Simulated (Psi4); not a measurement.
Psi4 1.11, B3LYP/def2-svp: phosphorus nitride (N#P), 2 atoms. The geometry is a generated start, not checked to be a minimum at this level.

```json
{
 "task": "energy",
 "method": "b3lyp",
 "basis": "def2-svp",
 "memory": "3 GB",
 "maxiter": "100",
 "keys_of_the_molecule_block": "symmetry c1",
 "scf_type": "df (default)",
 "diis_max_vecs": "10 (default)",
 "e_convergence": "1e-06 (default)",
 "d_convergence": "1e-06 (default)",
 "dft_radial_points": "75 (default)",
 "dft_spherical_points": "302 (default)",
 "basis_functions": "32",
 "grid_points": "42159"
}
```

```xyz
2

N      0.7290    -0.0171     0.0089
P     -0.7290     0.0171    -0.0089
```

With the defaults (diis = true, scf_initial_accelerator = adiis, damping_percentage = 0, guess = auto, which took SAD, soscf = false, soscf_start_convergence = 0.01) it converges in 9 SCF iterations. One run each on 2 threads, with these changes:
- damping_percentage = 60
- soscf = true
- scf_initial_accelerator = none
- soscf = true, soscf_start_convergence = 0.001
- guess = core
- guess = huckel
- scf_initial_accelerator = ediis
- diis = false, scf_initial_accelerator = none, damping_percentage = 60
- guess = sap

Problem. Which runs fail or end elsewhere than the default run?

Solution. No convergence: diis = false, scf_initial_accelerator = none, damping_percentage = 60 (the run ends without SCF convergence in 100 iterations). The rest reach the solution of the defaults.

```
setting                                                                SCF iterations  JK calls             end
---------------------------------------------------------------------  --------------  --------  --------------
soscf = true                                                                        7        17   same solution
soscf = true, soscf_start_convergence = 0.001                                       8        18   same solution
guess = huckel                                                                      8        20   same solution
the defaults                                                                        9        10   same solution
guess = sap                                                                         9         9   same solution
scf_initial_accelerator = ediis                                                     9        10   same solution
scf_initial_accelerator = none                                                      9        10   same solution
guess = core                                                                       11        11   same solution
damping_percentage = 60                                                            99       100   same solution
diis = false, scf_initial_accelerator = none, damping_percentage = 60             100       101  no convergence
```

An SOSCF iteration holds several JK calls; a Hückel guess adds calls on atoms.
